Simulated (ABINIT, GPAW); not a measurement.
A GPAW input for a self-consistent single point of Ni₃Al (Pm-3m, 4 atoms in the cell) (DFT PBE, plane waves, GPAW PAW datasets PBE (gpaw-data 1.0.1)):

```python
from ase import Atoms
from ase.units import GPa
from gpaw import GPAW, PW

atoms = Atoms(['Al', 'Ni', 'Ni', 'Ni'],
              cell=[[3.570000, 0.000000, 0.000000],
                    [0.000000, 3.570000, 0.000000],
                    [0.000000, 0.000000, 3.570000]],
              positions=[[0.000000, 0.000000, 0.000000],
                         [0.000000, 1.785000, 1.785000],
                         [1.785000, 0.000000, 1.785000],
                         [1.785000, 1.785000, 0.000000]],
              pbc=True)

atoms.set_initial_magnetic_moments([0.0, 0.5, 0.5, 0.5])

calc = GPAW(spinpol=True,
            mode=PW(800),
            xc='PBE',
            kpts=(7, 7, 7),
            occupations={'name': 'methfessel-paxton', 'width': 0.136, 'order': 0},
            nbands=-10,
            convergence={'forces': 0.001},
            symmetry={'symmorphic': False, 'tolerance': 0.0005},
            maxiter=150)

atoms.calc = calc

energy = atoms.get_potential_energy()
print('Energy (eV):', round(energy, 6))
forces = atoms.get_forces()
print('Forces (eV/Ang):')
print(forces.round(5))
stress = atoms.get_stress()
print('Stress (GPa, Voigt):', (stress / GPa).round(4))
```

Write the same calculation as an input for ABINIT.

One input that does it (others would too):

```
# Ni3Al, PseudoDojo nc-sr-05 PBE standard
pp_dirpath "./"
pseudos "Al.upf, Ni.upf"
acell 6.7463222649 6.7463222649 6.7463222649
rprim
         1.0000000000    0.0000000000    0.0000000000
         0.0000000000    1.0000000000    0.0000000000
         0.0000000000    0.0000000000    1.0000000000
natom 4
ntypat 2
znucl 13 28
typat 1 2 2 2
xcart
         0.0000000000    0.0000000000    0.0000000000
         0.0000000000    1.7850000000    1.7850000000
         1.7850000000    0.0000000000    1.7850000000
         1.7850000000    1.7850000000    0.0000000000
      Angstrom
ecut 98 Ry
nsppol 2
spinat
      0 0 0
      0 0 0.5
      0 0 0.5
      0 0 0.5
occopt 7
tsmear 0.136 eV
nband 39
kptopt 1
ngkpt 7 7 7
nshiftk 1
shiftk 0 0 0
nstep 60
tolvrs 1.0e-10
prtwf 0
prtden 0
enunit 1
```

Basis settings and potentials, where a program has them, do not carry over. This input uses DFT, PBE, plane waves, norm-conserving pseudopotentials (PseudoDojo nc-sr-05 PBE standard). Both were run: pressure 0.75 GPa in GPAW and -0.54 in ABINIT; size of the net moment 0.19 μB/atom in GPAW and 0.19 in ABINIT.

On GPAW: the starting cell has typed, rounded lattice constants, without a prior relaxation at this level. The magnetic order is the one reached from the typed start; others were not searched systematically.

On ABINIT: the starting cell has typed, rounded lattice constants, without a prior relaxation at this level. The magnetic order is the one reached from the typed start; others were not searched systematically.
